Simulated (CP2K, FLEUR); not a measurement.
A CP2K input for a self-consistent single point of MgCd3 (P-6m2, 4 atoms in the cell) (DFT PBEsol, GPW, DZVP-MOLOPT-SR-GTH basis, GTH-PBE potentials (GTH_POTENTIALS)):

```
&GLOBAL
  PROJECT calc
  RUN_TYPE ENERGY_FORCE
  PRINT_LEVEL MEDIUM
&END GLOBAL
&FORCE_EVAL
  METHOD Quickstep
  STRESS_TENSOR ANALYTICAL
  &DFT
    BASIS_SET_FILE_NAME BASIS_MOLOPT
    POTENTIAL_FILE_NAME GTH_POTENTIALS
    &QS
      METHOD GPW
      EPS_DEFAULT 1E-11
    &END QS
    &MGRID
      CUTOFF 1000
      REL_CUTOFF 50
      NGRIDS 5
    &END MGRID
    &SCF
      SCF_GUESS ATOMIC
      EPS_SCF 1E-6
      MAX_SCF 100
      ADDED_MOS 8
      &DIAGONALIZATION
        ALGORITHM STANDARD
      &END DIAGONALIZATION
      &MIXING
        METHOD BROYDEN_MIXING
        ALPHA 0.2
        NBUFFER 10
        BETA 1
      &END MIXING
      &SMEAR ON
        METHOD GAUSSIAN
        SIGMA [eV] 0.05
      &END SMEAR
    &END SCF
    &KPOINTS
      SCHEME MACDONALD 10 10 3 0.05 0.05 0
    &END KPOINTS
    &XC
      &XC_FUNCTIONAL
        &PBE
          PARAMETRIZATION PBESOL
        &END PBE
      &END XC_FUNCTIONAL
    &END XC
    &PRINT
      &MO
        EIGENVALUES T
        OCCUPATION_NUMBERS T
        NDIGITS 8
        FILENAME mo
        &EACH
          QS_SCF 0
        &END EACH
        ADD_LAST NUMERIC
      &END MO
      &MULLIKEN ON
      &END MULLIKEN
    &END PRINT
  &END DFT
  &SUBSYS
    &CELL
      A 3.07188800 0.00000000 0.00000000
      B -1.53594400 2.66033300 0.00000000
      C 0.00000000 0.00000000 9.83764200
      PERIODIC XYZ
    &END CELL
    &COORD
      Mg       0.00000000     0.00000000     4.91882100
      Cd       0.00000000     0.00000000     0.00000000
      Cd       1.53594554     0.88677678     7.35649031
      Cd       1.53594554     0.88677678     2.48115169
    &END COORD
    &KIND Mg
      BASIS_SET DZVP-MOLOPT-SR-GTH
      POTENTIAL GTH-PBE-q10
    &END KIND
    &KIND Cd
      BASIS_SET DZVP-MOLOPT-SR-GTH
      POTENTIAL GTH-PBE-q12
    &END KIND
  &END SUBSYS
  &PRINT
    &FORCES ON
    &END FORCES
    &STRESS_TENSOR ON
    &END STRESS_TENSOR
  &END PRINT
&END FORCE_EVAL
```

Q: Translate this input to FLEUR.

A: This is the input that was run; spellings and numerical settings could be chosen otherwise.

Input of the input generator:

```
MgCd3
&input film=f /
3.0718879737 0.0000000061 0.0000000000
-1.5359439921 2.6603330197 0.0000000000
0.0000000000 0.0000000000 9.8376420000
1.8897261246
1.0 1.0 1.0

4
12 0.0000001667 -0.0000001667 0.5000000000
48 0.0000001667 -0.0000001667 -0.0000000000
48 0.6666668333 0.3333331667 0.7477900000
48 0.6666668333 0.3333331667 0.2522100000

&comp jspins=1 /
&exco xctyp='PBEs' /
&kpt div1=10 div2=10 div3=3 gamma=t /
&end /
```

```xml
<?xml version="1.0" encoding="UTF-8" standalone="no"?>
<fleurInput fleurInputVersion="0.39">
   <comment>
      MgCd3                                                                                               
   </comment>
   <calculationSetup>
      <cutoffs Kmax="3.8" Gmax="15.2" GmaxXC="15.2" numbands="0"/>
      <scfLoop itmax="100" minDistance="0.00001" maxIterBroyd="40" imix="Anderson" alpha="0.05" precondParam="0.0" spinf="2.0"/>
      <coreElectrons ctail="T" frcor="F" kcrel="0" coretail_lmax="0"/>
      <xcFunctional name="PBEs" relativisticCorrections="F"/>
      <magnetism jspins="1"/>
      <soc l_soc="F" theta="0.0" phi="0.0" spav="F"/>
      <expertModes spex="0" secvar="F"/>
      <geometryOptimization l_f="T" forcealpha="1.0" forcemix="BFGS" epsdisp="0.00001" epsforce="0.00001"/>
      <ldaU l_linMix="F" mixParam="0.05" spinf="1.0"/>
   </calculationSetup>
   <cell>
      <bzIntegration valenceElectrons="64.0" mode="gauss" fermiSmearingEnergy="0.00183747">
         <kPointListSelection listName="default-1"/>
         <!-- k-points included here -->
         <xi:include xmlns:xi="http://www.w3.org/2001/XInclude" href="kpts.xml"> </xi:include>
      </bzIntegration>
      <!-- symmetry operations included here -->
      <xi:include xmlns:xi="http://www.w3.org/2001/XInclude" href="sym.xml"> </xi:include>
      <bulkLattice scale="1.0">
         <bravaisMatrix>
            <row-1>    5.8050269557454470     0.0000000115273294     0.0000000000000000</row-1>
            <row-2>   -2.9025134877937857     5.0273008074630958     0.0000000000000000</row-2>
            <row-3>    0.0000000000000000     0.0000000000000000    18.5904490918621939</row-3>
         </bravaisMatrix>
      </bulkLattice>
   </cell>
   <atomSpecies>
      <species name="Magnesium (Mg)" element="Mg" atomicNumber="12">
         <mtSphere radius="2.15" gridPoints="741" logIncrement="0.015"/>
         <atomicCutoffs lmax="8" lnonsphr="6"/>
         <electronConfig flipSpins="F">
            <coreConfig>(1s1/2)</coreConfig>
            <valenceConfig>(2s1/2) (2p1/2) (2p3/2) (3s1/2)</valenceConfig>
         </electronConfig>
         <energyParameters s="3" p="3" d="3" f="4"/>
         <lo type="SCLO" l="0" n="2" eDeriv="0"/>
         <lo type="SCLO" l="1" n="2" eDeriv="0"/>
      </species>
      <species name="Cadmium (Cd)" element="Cd" atomicNumber="48">
         <mtSphere radius="2.68" gridPoints="925" logIncrement="0.014"/>
         <atomicCutoffs lmax="10" lnonsphr="8"/>
         <electronConfig flipSpins="F">
            <coreConfig>(1s1/2) (2s1/2) (2p1/2) (2p3/2) (3s1/2) (3p1/2) (3p3/2) (4s1/2) (3d3/2) (3d5/2)</coreConfig>
            <valenceConfig>(4p1/2) (4p3/2) (5s1/2) (4d3/2) (4d5/2)</valenceConfig>
         </electronConfig>
         <energyParameters s="5" p="5" d="4" f="4"/>
         <lo type="SCLO" l="1" n="4" eDeriv="0"/>
         <lo type="HELO" l="2" n="5" eDeriv="0"/>
      </species>
   </atomSpecies>
   <atomGroups>
      <atomGroup species="Magnesium (Mg)">
         <relPos label="                   1">.0000000000 .0000000000 1.000/2.000</relPos>
         <force calculate="T" relaxXYZ="TTT"/>
      </atomGroup>
      <atomGroup species="Cadmium (Cd)">
         <relPos label="                   2">.0000000000 .0000000000 .0000000000</relPos>
         <force calculate="T" relaxXYZ="TTT"/>
      </atomGroup>
      <atomGroup species="Cadmium (Cd)">
         <relPos label="                   3">-1.000/3.000 1.000/3.000 -.2522100000</relPos>
         <relPos label="                   4">-1.000/3.000 1.000/3.000 .2522100000</relPos>
         <force calculate="T" relaxXYZ="TTT"/>
      </atomGroup>
   </atomGroups>
   <output dos="F" band="F" slice="F">
      <checks vchk="F" cdinf="F"/>
      <bandDOS minEnergy="-.5*Htr" maxEnergy="0.5*Htr" sigma="0.015" storeEVData="T"/>
      <vacuumDOS vacdos="F" integ="F" star="F" nstars="0" locx1="0.0" locy1="0.0" locx2="0.0" locy2="0.0" nstm="0" tworkf="0.0"/>
      <unfoldingBand unfoldBand="F" supercellX="1" supercellY="1" supercellZ="1"/>
      <plotting iplot="0" polar="F">
         <plot TwoD="T" vec1="  1.0  0.0  0.0" vec2="  0.0  1.0  0.0" vec3="  0.0  0.0  1.0" zero="  0.0  0.0  0.0" file="plot"/>
      </plotting>
      <chargeDensitySlicing numkpt="0" minEigenval="0.0" maxEigenval="0.0" nnne="0" pallst="F"/>
      <specialOutput eonly="F"/>
      <magneticCircularDichroism mcd="F" energyLo="-10.0" energyUp="0.0"/>
   </output>
  <!-- We include the file relax.xml here to enable relaxations (see documentation) -->
  <xi:include xmlns:xi="http://www.w3.org/2001/XInclude" href="relax.xml"> <xi:fallback/> </xi:include>
</fleurInput>
```

Basis, cutoffs, solver keys and any potentials are the target program's own. This input uses DFT, PBEsol, all-electron FLAPW (FLEUR), scalar-relativistic valence.

The starting cell comes from a database of computed structures (which also holds hypothetical and non-ambient phases and stackings), without a prior relaxation at this level. For this run, on top of that: lattice scaled by 0.98.
